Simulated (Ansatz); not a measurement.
Hypothetical CsCl type LaAs, pressure series

The parent structure is LaAs in the CsCl type structure (space group Pm-3m, No. 221; a = 3.744 Å; a hypothetical phase, not in the database extracts checked).

Cell and atoms are relaxed at each pressure.

Levels (all Ansatz, a first-principles code, PAW): PBE (420 eV, scalar-relativistic without spin-orbit coupling); r2SCAN (500 eV, without spin-orbit coupling).

The base cell above is that of PBE; each level relaxes its own structures.

| case | shortest interatomic distance, PBE | shortest interatomic distance, r2SCAN |
|---|---|---|
| pressure −2 GPa | 3.278 Å | 3.274 Å |
| pressure −1 GPa | 3.260 Å | 3.258 Å |
| pressure 0.9 GPa | 3.229 Å | ? |
| pressure 2.1 GPa | 3.211 Å | 3.212 Å |
| pressure 4.5 GPa | 3.179 Å | ? |
| pressure 9 GPa | 3.127 Å | 3.132 Å |
| pressure 15 GPa | 3.071 Å | 3.079 Å |
| pressure 22.5 GPa | 3.014 Å | ? |
| pressure 30 GPa | 2.966 Å | ? |

### Question
What belongs in the blanks?

### Answer

- pressure 0.9 GPa, shortest interatomic distance, r2SCAN: 3.229 Å
- pressure 4.5 GPa, shortest interatomic distance, r2SCAN: 3.181 Å
- pressure 22.5 GPa, shortest interatomic distance, r2SCAN: 3.024 Å
- pressure 30 GPa, shortest interatomic distance, r2SCAN: 2.977 Å

The two levels differ by at most about 0.011 Å. They put the cases in the same order.

Load acts through the strain it causes; cell and atoms are relaxed under it. No phonon test of stability was made. No other phases were tried under pressure. All final runs are without spin polarisation.
